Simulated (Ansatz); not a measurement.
**How far to go with the plane-wave cutoff: TaCu3Se3S (R3m, 8 atoms in the cell)**

```
TaCu3Se3S
1.0
    3.97379     2.29427     3.29581
   -3.97379     2.29427     3.29581
    0.00000    -4.58854     3.29581
Ta Cu Se S
1 3 3 1
Direct
  0.00459   0.00459   0.00459
  0.49765   0.00630   0.00630
  0.00630   0.49765   0.00630
  0.00630   0.00630   0.49765
  0.75035   0.75035   0.25581
  0.25581   0.75035   0.75035
  0.75035   0.25581   0.75035
  0.23372   0.23372   0.23372
```

Method: PBEsol, default PAW files made with PBE (plane waves; Ansatz, an electronic-structure program).

Base settings: basis.ecutwfc = 420 eV; kpoints.mp_grid.grid = 3 3 3; hamiltonian.xc = pbesol; hamiltonian.pseudopotentials = {kind: paw} (the program's default PAW files); scf.occupations.method = fixed.

The second cell is the first with its lattice scaled by 0.98.

The mesh stays at the base's, so the ladder's end is converged at best in this setting alone.

The first pressure column holds Ansatz's estimate of the finite-basis (Pulay) stress, which hides part of the cutoff error; the other is without it.

Only quantities that move along the ladder and can be compared are tabulated.

The count of work is k-points × plane waves × bands × iterations; it is no time. 

The starting cell comes from a database of computed structures (which also holds hypothetical and non-ambient phases and stackings), without a prior relaxation at this level. Its lattice was rescaled by up to half a per cent. One atom was moved a little off its site on purpose. In the base run, forces exceed 1 eV/Å.

```csv
basis.ecutwfc,free energy less the last step's (meV/atom),energy of the compressed cell less the first (meV/atom),pressure (GPa),pressure without the Pulay estimate (GPa),largest difference of a force vector from the last step's (eV/Å),count of work / last
145 eV,46445.33,963.35,-1.48,-1138.81,1.045,0.068
170 eV,19772.97,-249.39,-1.18,-549.60,0.383,0.085
190 eV,9997.89,-153.09,-1.03,-311.96,0.480,0.097
210 eV,4907.22,-26.66,-0.80,-175.42,0.277,0.12
230 eV,2342.50,16.61,-1.09,-97.70,0.104,0.12
250 eV,1074.82,7.84,-1.86,-53.23,0.102,0.14
295 eV,148.17,0.55,-2.26,-12.34,0.027,0.16
335 eV,18.06,0.75,-2.43,-4.00,0.007,0.19
380 eV,2.76,0.06,-2.50,-2.60,0.003,0.23
420 eV,1.73,-0.03,-2.51,-2.55,0.001,0.27
460 eV,1.01,-0.02,-2.51,-2.54,0.001,0.30
505 eV,0.47,-0.02,-2.51,-2.53,0.000,0.35
565 eV,0.22,-0.03,-2.51,-2.52,0.000,0.42
630 eV,0.13,-0.04,-2.51,-2.51,0.000,0.49
735 eV,0.05,-0.05,-2.51,-2.51,0.000,0.62
840 eV,0.03,-0.05,-2.51,-2.51,0.000,0.75
1010 eV,0.00,-0.05,-2.51,-2.51,0.000,1.0
```

Coarsest basis.ecutwfc that holds the energy of the compressed cell less the first within 0.5 meV/atom of the last step, with all finer ones: 380 eV, at 0.23 of the last step's count of work; the step before is off by 0.80 meV/atom.

Coarsest basis.ecutwfc that holds the forces within 0.01 eV/Å of the last step, with all finer ones: 335 eV, at 0.19 of the last step's count of work; the step before is off by 0.027 eV/Å.

Coarsest basis.ecutwfc that holds the free energy within 5 meV/atom of the last step, with all finer ones: 380 eV, at 0.23 of the last step's count of work; the step before is off by 18 meV/atom.

The energy difference between the two cells stays within 1 meV/atom of the last step's from 295 eV on, the total only from 505 eV on: much of the error is common to both cells and cancels.

At the lowest cutoff the pressure without the Pulay estimate lies 1140 GPa under the last step's, the usual sign of Pulay stress in an incomplete plane-wave basis.

Keys are those of Ansatz 0.2.
